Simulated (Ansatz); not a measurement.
System: Si (P6₃/mmc, No. 194, 4 atoms in the cell; start mp-165; another form than the element's usual one). Method: r²SCAN0 in Ansatz (PAW).

Settings: plane-wave cutoff 520 eV, 9×9×4 k mesh (along the axes of the cell as run), Fermi–Dirac smearing 0.01 eV, scalar-relativistic PAW data made under PBE.

Cell (relaxed with PBEsol):

```
Si
1.0
    3.82469     0.00000     0.00000
   -1.91235     3.31228     0.00000
    0.00000     0.00000     6.32397
Si
4
Direct
  0.33333   0.66667   0.06300
  0.66667   0.33333   0.93700
  0.66667   0.33333   0.56300
  0.33333   0.66667   0.43700
```

Q: Give the computed band gap and smallest direct gap on the k points sampled.

A: 
- band gap: 1.67 eV (indirect)
- smallest direct gap on the k points sampled: 2.50 eV

Note: cell and atoms aren't relaxed at this level (pressure -0.4 GPa).

Cost on a shared machine: very roughly 100 core-seconds.

A start named mp-… is a Materials Project structure, which need not be a measured phase.

Ansatz is a first-principles code.
